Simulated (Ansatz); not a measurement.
Base system: ZnS in the wurtzite structure (space group P6_3mc, No. 186; a = 3.807 Å, c = 6.246 Å).

Levels (all Ansatz, a program for electronic structure, PAW, earlier PAW set): r2SCAN (500 eV, without spin-orbit coupling); HSE06 (420 eV, without spin-orbit coupling).

Its gap is 2.77 eV with r2SCAN and 3.44 eV with HSE06.

Perturbation: an isotropic linear strain of −0.85 %; the atoms relax in the strained cell.

With r2SCAN the gap becomes 2.89 eV.

### Question
If the HSE06 correction stayed the same, what would the HSE06 gap be, and what does the HSE06 run give?

### Answer
A rigid correction of +0.67 eV gives 3.56 eV. The HSE06 run gives 3.56 eV, so the two effects roughly add.

Single points use the geometry relaxed with r2SCAN. Stability against distortions was not tested.
